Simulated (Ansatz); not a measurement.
A constructed model of the (111)B surface of 3C silicon carbide, C-terminated, (√3x√3)R30° Al adatom at H3 (bottom of the slab: 3 H on 3 bottom sites)

Level of theory: r2SCAN, at the PBE geometry (plane waves to 500 eV, PAW; Ansatz, a first-principles code).

Model: 28-atom slab, 10.7 Å thick at the start with caps and adatoms (thin: gaps and levels are the slab's own), 6x6x1 mesh, Fermi-Dirac 0.025 eV, dipole correction, single point; on the structure that PBE left under its start's symmetry; no spin, no spin-orbit, no U. In PBE it is, or lies within 0.01 eV a 1x1 cell of, the lowest of the 2 structures of its composition computed so far; subsurface sites and larger cells were not tried.

* **gap of the slab on its k-mesh**: 1.71 eV
* **highest filled level below the top vacuum level**: 4.42 eV
* **cost**: around 70 core-seconds (rough)
